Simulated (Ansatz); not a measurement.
The reference is PbS in the rock salt structure (space group Fm-3m, No. 225; a = 6.0089 Å).

The change: hydrostatic tension (pressure −2 GPa).

Levels (all Ansatz, a program for electronic structure, PAW): PBE (420 eV, spin-orbit coupling left out); r2SCAN (500 eV, spin-orbit coupling left out); HSE06 (420 eV, no SOC); PBE+SOC (420 eV, noncollinear with spin-orbit coupling).

One geometry, relaxed with PBE, under each level:

```csv
level,band gap,lowest conduction level above the VBM at special points,electron mass,hole mass,pressure
PBE,0.62 eV,L 0.62 eV; W 2.29 eV; K 3.38 eV; U 3.38 eV,"0.19 mₑ along k, 0.16 mₑ across (off the special points)","0.24 mₑ along k, 0.15 mₑ across (at L)",-2.01 GPa
r2SCAN,0.89 eV,L 0.89 eV; W 2.58 eV; K 3.68 eV; U 3.68 eV,"0.23 mₑ along k, 0.17 mₑ across (at L)","0.30 mₑ along k, 0.15 mₑ across (at L)",-3.00 GPa
HSE06,___,___,–,–,–
PBE+SOC,0.17 eV,L 0.17 eV; W 2.02 eV; K 2.94 eV; U 2.94 eV,"0.087 mₑ along k, 0.065 mₑ across (at L)",–,-2.20 GPa
```

Question: Give the withheld HSE06 results.

Answer: 
- HSE06, band gap: 1.10 eV
- HSE06, lowest conduction level above the VBM at special points: L 1.10 eV; W 2.89 eV; K 4.03 eV; Γ 5.88 eV

Single points use the geometry relaxed with PBE. Their cutoffs differ, which shifts pressures a little. HSE06 was sampled on its mesh, a few special points and the semilocal edge points, so its gap is an upper bound. Differences between runs with and without spin-orbit coupling are approximate. With Pb present, leaving out spin-orbit coupling can change the band edges. Load acts through the strain it causes; cell and atoms are relaxed under it. Effective masses come from finite differences of ±0.01 Å⁻¹. Along k means along the line from Γ to the band edge. Whether these cells are dynamically stable was not tested. A zero or small gap of PbS under pressure −2 GPa can be the functional's error rather than a property of the material.
